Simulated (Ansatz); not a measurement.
## SiS2: pressure 7.5 GPa

The parent structure is SiS₂ (space group Ibam, No. 72; a = 5.8031 Å, b = 9.8918 Å, c = 5.5455 Å; made of chains).

It is then changed as follows: cell and atoms relaxed at a pressure of 7.5 GPa.

The values are results of r2SCAN, PAW, 500 eV (Ansatz, a quantum-chemistry and plane-wave program; spin-orbit coupling left out), not measurements. k-mesh 8×8×8 (Γ-centred); smearing 0.05 eV (Fermi–Dirac).

```tsv
quantity	base	changed	shift
volume per atom	26.53 Å³	19.52 Å³	-7.01 Å³
density	1.92 g/cm³	2.61 g/cm³	+0.69 g/cm³
enthalpy H = E + PV relative to the base's energy	–	+1.02 eV/atom	–
band gap	3.31 eV	2.59 eV	-0.711 eV
gap character	indirect, Σ₀–Γ (22 % along) → k = (3/8, 3/8, -3/8) in the run's primitive reciprocal basis	indirect, Σ₀–Γ (20 % along) → X	–
smallest direct gap	3.61 eV	3.29 eV	-0.32 eV
width of the top valence band	0.83 eV	1.17 eV	+0.34 eV
electron mass	0.82 mₑ along a, 1.2 mₑ along b, 0.76 mₑ along c (off the special points)	0.54 mₑ along a, 0.45 mₑ along b, 1.2 mₑ along c (at X)	–
```

Final structure:

```
CELL_PARAMETERS angstrom
     -2.54220     4.29457     2.68208
      2.54220    -4.29457     2.68208
      2.54220     4.29457    -2.68208
ATOMIC_POSITIONS crystal
  S  0.87236 0.76349 0.63586
  S  0.37236 0.73651 0.10887
  S  0.62764 0.26349 0.89113
  S  0.12764 0.23651 0.36414
  Si 0.75000 0.75000 0.00000
  Si 0.25000 0.25000 0.00000
```

Load acts through the strain it causes; cell and atoms are relaxed under it. Masses are band curvatures over ±0.01 Å⁻¹ around the edge. Whether these cells are dynamically stable was not tested. No other phases were tried under pressure. No dispersion term is included, though the crystal is made of layers, chains or molecules, so its spacings can come out too wide.
